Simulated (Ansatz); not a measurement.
A periodic model of amorphous Sb44Se66:

```xyz
110
Lattice="14.6942 -0.2466 -0.3391 -0.2466 14.8951 0.1522 -0.3391 0.1522 15.6146" Properties=species:S:1:pos:R:3 pbc="T T T"
Sb     9.8721     8.4880     4.5964
Sb    11.7841     5.2032     8.9157
Sb     8.0914     7.9437     8.5398
Sb     0.2161    12.7036    14.4325
Sb     6.4170     8.3325     1.6562
Sb     8.9179     0.4152     2.5355
Sb     2.0402     6.1074    12.3640
Sb    10.4494     1.2750     9.5418
Sb     9.7221     6.9337    12.2872
Sb     8.3487    10.8586    11.1597
Sb     2.4075    12.3445     2.6915
Sb    11.3156     9.5150     8.2347
Sb     4.6141     8.3288    10.4746
Sb     6.7654     0.0095    10.3904
Sb     5.7390     0.9114     0.3800
Sb     1.9163    14.3583     6.0838
Sb    13.9108     1.6793    11.6544
Sb    11.9836     5.4295     2.8969
Sb     3.5324     2.6956     7.6141
Sb    12.4288     5.3974    13.2198
Sb     8.7516     2.0773    12.8042
Sb     8.5421     5.1552     0.3265
Sb     3.0348    13.7399    12.1583
Sb    13.3669    13.8035     2.7843
Sb    10.2597    10.2083     1.0015
Sb     9.1653    12.2699     7.1233
Sb    11.1672    13.5522    14.7822
Sb     4.4429     7.1619     6.3438
Sb     0.2510     2.9369     4.1353
Sb     6.9846    13.1912    13.9311
Sb     8.7985     4.9067     5.3823
Sb    12.8913     0.7694     6.6261
Sb     8.4810     1.2309     6.3055
Sb    13.5185     8.8805    12.4286
Sb     0.1860     8.7133     3.0599
Sb     3.0731     5.9577     2.4299
Sb    12.6642     2.1962     0.4916
Sb     3.6514     2.7366    11.9349
Sb     3.6663    10.5117    14.5654
Sb     2.1371    10.5591     6.4705
Sb    14.1838    12.3080     8.6739
Sb     5.0498     5.5644    14.7615
Sb     5.1802     2.7538     3.7442
Sb     0.9431     6.2379     5.3250
Se    11.5327     6.7990     6.8983
Se    14.3517     4.4958     1.8488
Se     1.6958    10.3416     0.1634
Se     7.5562     8.3400    11.6227
Se     1.7412     4.0774    10.7045
Se    10.8051    12.7212     1.8275
Se     3.7624    12.0282     4.9384
Se    13.7011     4.2614     5.5499
Se     3.2710     8.1836     3.8844
Se     2.9585     4.1059     4.4786
Se     7.1073    14.0283     8.1634
Se     7.5212     2.4656     1.5812
Se    12.9222     7.5702    14.6095
Se     9.4476     5.4399    10.1346
Se     5.7326    10.7429     0.8985
Se     8.7837    14.1667    12.0540
Se     4.1427     7.5369     0.1165
Se    10.8098    12.0976     9.1404
Se     2.0487     8.0469    10.5549
Se    14.2499     8.1815     5.2424
Se    13.0270     0.2553     9.2147
Se    10.1086     1.1292    15.2694
Se    13.6959    13.2452     6.1530
Se     6.1702     1.1777    13.4535
Se    11.3869     2.7591    11.4970
Se     4.7690     6.0843    12.0720
Se    13.7903    14.5906     0.2745
Se     1.1256     1.7412     6.9465
Se    11.0679    10.6880     5.7973
Se     2.1265    12.3023     8.5032
Se     7.2663    10.4808     8.7244
Se     5.5203     5.0907     2.2619
Se     8.9796     6.1807     3.1096
Se     8.4518    10.1586     2.9668
Se     3.7806    13.2241    14.6416
Se     7.5567     7.9846     5.9065
Se    12.9542    14.1984    12.5384
Se     5.7598     6.5141     8.8191
Se    10.8203     3.0675     7.6159
Se     7.7938     2.4523    10.2040
Se     7.0073    14.6967     4.6499
Se    13.8849     6.3879    11.2339
Se     2.2632     6.2492     7.5594
Se    11.1522     9.0746    11.2912
Se    13.9866     3.3105    13.9853
Se     8.0609     4.7585    13.3284
Se     7.9460     7.9484    15.4193
Se    12.5614     1.2277     3.3798
Se     3.9394     1.0687     9.6451
Se     9.8146     2.7355     4.2778
Se     1.1602    11.9038    12.0547
Se     4.3322     9.5513     7.5136
Se    10.3069    14.4797     5.9476
Se     1.4660    14.8522     3.3731
Se     8.9940    11.3329    14.3178
Se     3.0625     3.9558    14.5887
Se     6.3874     3.8297     5.8196
Se    13.9297     9.7133     8.3989
Se    12.1755     8.0524     2.3047
Se     0.1701    11.2981     3.6245
Se     4.5310     0.8907     5.9865
Se    11.2107     4.7902     0.3722
Se    12.7199    11.1001    14.3414
Se     2.0124     0.9308    13.0522
Se     5.9348    11.7353    11.9505
Se     6.8541    13.7715     1.3798
```

Computed with PBE, scalar-relativistic without spin-orbit coupling, PAW (Ansatz default set, large-core Se) (plane waves to 420 eV; Ansatz, a first-principles code).

Preparation: random packing, a CHGNet melt and quench, and a DFT relaxation. The hot cell started wider than the set density and was brought back towards it in steps. It is the lowest in DFT energy of 8 quenches. It is a model cell: composition and starting density were chosen by hand, and all elements were melted together. No dispersion term was used. Its density started from a set value of 5.14 and ended at 5.14 g/cm³. The simulated quench (nominally 28 K/ps over its main leg) is rapid and tends to freeze in more defects than a deposited or slowly cooled glass has. A cell of this size samples the disorder only roughly. The volume was held where the preparation left it and the shape relaxed, at a PBE pressure of 1.0 GPa. Stress components on the final sampling reach 1.0 GPa. On a 2×2×2 Γ-centred mesh force components of up to 0.14 eV/Å stay, since the relaxation ran on the zone centre alone.

Bonds are counted up to Sb-Sb 3.34 Å, Sb-Se 3.12 Å, Se-Se 2.76 Å.

**Question.** Give the coordination numbers, mean bond lengths and angles.

**Answer.** 
```
Item                                                              Result
-----------------------  -----------------------------------------------
Mean coordination of Sb  3.84 (14 with 3, 24 with 4, 5 with 5, 1 with 6)
Mean coordination of Se            2.53 (34 with 2, 29 with 3, 3 with 4)
Mean Sb-Se bond                    2.762 Å (spread 0.144 Å, 167 counted)
Mean Sb-Sb bond                      3.249 Å (spread 0.000 Å, 1 counted)
Bond angle at Sb                               mean 101.4°, spread 27.5°
Bond angle at Se                               mean 102.1°, spread 16.6°
```

**Question.** List the pairs of like atoms that count as bonded by the rules above.

**Answer.** Sb9-Sb20 (3.25 Å).
